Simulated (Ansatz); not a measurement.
# A computed series for InP: response to strain

Take InP in the zinc blende structure (space group F-43m, No. 216) as the base.

```
CELL_PARAMETERS angstrom
      0.00000     2.95348     2.95348
      2.95348     0.00000     2.95348
      2.95348     2.95348     0.00000
ATOMIC_POSITIONS crystal
  In 0.00000 0.00000 0.00000
  P  0.25000 0.25000 0.25000
```

Cartesian axes are those of the cell as printed.

Strains are applied to the cell and any free atomic positions relax; under biaxial strain the out-of-plane vector relaxes too.

Level of theory: r2SCAN, PAW, 500 eV (Ansatz, a first-principles code; without spin-orbit coupling).

Notes on the quantities. energy relative to the base: free energy F.

```json
[
 {"biaxial strain, plane normal [001], relaxed out of plane (%)": "-3", "energy relative to the base (meV/atom)": "14.4"},
 {"biaxial strain, plane normal [001], relaxed out of plane (%)": "-2.5", "energy relative to the base (meV/atom)": "9.9"},
 {"biaxial strain, plane normal [001], relaxed out of plane (%)": "-2", "energy relative to the base (meV/atom)": "?"},
 {"biaxial strain, plane normal [001], relaxed out of plane (%)": "-1.5", "energy relative to the base (meV/atom)": "3.5"},
 {"biaxial strain, plane normal [001], relaxed out of plane (%)": "-1", "energy relative to the base (meV/atom)": "1.5"},
 {"biaxial strain, plane normal [001], relaxed out of plane (%)": "-0.5", "energy relative to the base (meV/atom)": "0.4"},
 {"biaxial strain, plane normal [001], relaxed out of plane (%)": "0", "energy relative to the base (meV/atom)": "0.0"}
]
```

Question: Fit ΔE = Aε² + Bε³ (ε in %) to the rows shown and predict the withheld row.

Answer: Least squares on the printed values gives A = 1.50 and B = -0.034 meV/atom (largest residual 0.0 meV/atom); this predicts 6.3 meV/atom, and the run gives 6.3 meV/atom, in agreement.

Whether these cells are dynamically stable was not tested.
